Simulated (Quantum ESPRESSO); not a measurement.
Input and output of a self-consistent single point for BaTe (Fm-3m, 2 atoms in the cell) (Quantum ESPRESSO).

Level of theory: LDA (PZ), PSlibrary ultrasoft (LDA) pseudopotentials (plane waves; Quantum ESPRESSO).

```
BaTe
1.0
    0.00000     3.46658     3.46658
    3.46658     0.00000     3.46658
    3.46658     3.46658     0.00000
Ba Te
1 1
Direct
  0.00000   0.00000   0.00000
  0.50000   0.50000   0.50000
```

Reference input (self-consistent single point, DFT, PBE, plane waves, PSlibrary ultrasoft (PBE) pseudopotentials): ecutwfc = 45 Ry; ecutrho = 270 Ry; occupations = smearing; smearing = fermi-dirac; degauss = 0.0036749 Ry; potentials = {Ba: Ba.pbe-spn-rrkjus_psl.1.0.0.UPF, Te: Te.pbe-n-rrkjus_psl.1.0.0.UPF}; K_POINTS = automatic 6 6 6 0 0 0; conv_thr = 1e-10 Ry. This run's input differs from it in these lines:

```diff
@@ -22,4 +22,4 @@
 ATOMIC_SPECIES
-Ba   137.3270  Ba.pbe-spn-rrkjus_psl.1.0.0.UPF
-Te   127.6000  Te.pbe-n-rrkjus_psl.1.0.0.UPF
+Ba   137.3270  Ba.pz-spn-rrkjus_psl.1.0.0.UPF
+Te   127.6000  Te.pz-n-rrkjus_psl.1.0.0.UPF
 ATOMIC_POSITIONS angstrom
```

Output, abridged:

```
     Self-consistent Calculation

     iteration #  1     ecut=    45.00 Ry     beta= 0.70

     Threshold (ethr) on eigenvalues was too large:
     Diagonalizing with lowered threshold

     total energy              =     -91.77773017 Ry
     estimated scf accuracy    <       0.03982146 Ry

     iteration #  2     ecut=    45.00 Ry     beta= 0.70

     total energy              =     -91.78617908 Ry
     estimated scf accuracy    <       0.00909307 Ry

     iteration #  3     ecut=    45.00 Ry     beta= 0.70

     total energy              =     -91.78826663 Ry
     estimated scf accuracy    <       0.00026724 Ry

   [... 7 blocks of this kind left out ...]

     iteration # 11     ecut=    45.00 Ry     beta= 0.70

     total energy              =     -91.78830928 Ry
     estimated scf accuracy    <          2.3E-10 Ry

     iteration # 12     ecut=    45.00 Ry     beta= 0.70
     End of self-consistent calculation

     the Fermi energy is     6.0374 ev

!    total energy              =     -91.78830928 Ry
     estimated scf accuracy    <          1.7E-12 Ry
     smearing contrib. (-TS)   =      -0.00000000 Ry
     internal energy E=F+TS    =     -91.78830927 Ry

     convergence has been achieved in  12 iterations

     Forces acting on atoms (cartesian axes, Ry/au):

     atom    1 type  1   force =     0.00000000    0.00000000   -0.00000000
     atom    2 type  2   force =    -0.00000000   -0.00000000    0.00000000

     Total force =     0.000000     Total SCF correction =     0.000000

          total   stress  (Ry/bohr**3)                   (kbar)     P=       -7.62
  -0.00005183   0.00000000  -0.00000000           -7.62        0.00       -0.00
   0.00000000  -0.00005183  -0.00000000            0.00       -7.62       -0.00
  -0.00000000  -0.00000000  -0.00005183           -0.00       -0.00       -7.62

   JOB DONE.
```

The run converged in 12 iterations. Against the reference run the pressure goes from 2.03 to -0.76 GPa and the gap on the mesh goes from 1.469 to 1.349 eV.

The starting cell comes from a database of computed structures (which also holds hypothetical and non-ambient phases and stackings), without a prior relaxation at this level. Its lattice was rescaled by a random factor within 2.5 % of one. Spin-orbit coupling is off.
